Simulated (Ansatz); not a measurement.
# Pressure series in NbAgO3

Start from NbAgO₃ in the cubic perovskite structure (space group Pm-3m, No. 221; a = 3.950 Å; a cell from a computed database, its experimental status unchecked).

Cell and atoms are relaxed at each pressure.

Levels (all Ansatz, a first-principles code, PAW, earlier PAW set): PBEsol (420 eV, spin-orbit coupling left out); HSE06 (420 eV, without spin-orbit coupling); PBEsol+SOC (420 eV, spin-orbit coupling included).

Band gaps by level, all at the geometries relaxed with PBEsol:

```json
[
 {"case": "base", "PBEsol": "1.40 eV", "HSE06": "2.73 eV", "PBEsol+SOC": "1.39 eV"},
 {"case": "pressure −2 GPa", "PBEsol": "1.39 eV", "HSE06": "?", "PBEsol+SOC": "1.38 eV"},
 {"case": "pressure 0.3 GPa", "PBEsol": "1.41 eV", "HSE06": "2.74 eV", "PBEsol+SOC": "1.39 eV"},
 {"case": "pressure 0.7 GPa", "PBEsol": "1.41 eV", "HSE06": "2.74 eV", "PBEsol+SOC": "1.39 eV"},
 {"case": "pressure 1.5 GPa", "PBEsol": "1.41 eV", "HSE06": "?", "PBEsol+SOC": "1.40 eV"},
 {"case": "pressure 3 GPa", "PBEsol": "1.42 eV", "HSE06": "?", "PBEsol+SOC": "1.40 eV"},
 {"case": "pressure 7.5 GPa", "PBEsol": "1.44 eV", "HSE06": "2.80 eV", "PBEsol+SOC": "1.43 eV"},
 {"case": "pressure 10 GPa", "PBEsol": "1.45 eV", "HSE06": "?", "PBEsol+SOC": "1.44 eV"}
]
```

Problem. Some entries are withheld; estimate them.

Solution. 
- pressure −2 GPa, HSE06: 2.71 eV
- pressure 1.5 GPa, HSE06: 2.75 eV
- pressure 3 GPa, HSE06: 2.76 eV
- pressure 10 GPa, HSE06: 2.82 eV

Single points use the geometry relaxed with PBEsol. The hybrid gap comes from the SCF mesh plus the semilocal run's edge points and a few special points and is an upper bound. Differences between runs with and without spin-orbit coupling are approximate. Load acts through the strain it causes; cell and atoms are relaxed under it. No phonon test of stability was made. Competing high-pressure phases were not computed. Many cubic perovskites are stable only at high temperature; tilts and polar distortions were not tested.
